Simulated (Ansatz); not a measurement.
Results of LDA (Ansatz, a program for electronic structure, plane waves, PAW) for Sc3Al (Pm-3m, No. 221, 4 atoms in the cell; start mp-978498).

Run with plane-wave cutoff 520 eV, 12×12×12 k mesh, Fermi–Dirac smearing 0.05 eV, scalar-relativistic PAW data made under PBE.

Cell (relaxed at this level):

Space group Pm-3m (No. 221); a = b = c = 4.315 Å, α = β = γ = 90.00°

```
atom  site  symmetry       x       y       z
----  ----  --------  ------  ------  ------
Sc      3c    4/mm.m  0.0000  0.5000  0.5000
Al      1a      m-3m  0.0000  0.0000  0.0000
```

Give the computed bulk modulus.


bulk modulus: 72.4 GPa

The run finds no gap.

Note: the bulk modulus is −V dP/dV from two relaxed cells at ±2 % in volume; the relaxation could not lower the start's symmetry, so the cell can be a saddle point above a distorted one.

A start named mp-… is a Materials Project structure, which need not be a measured phase.
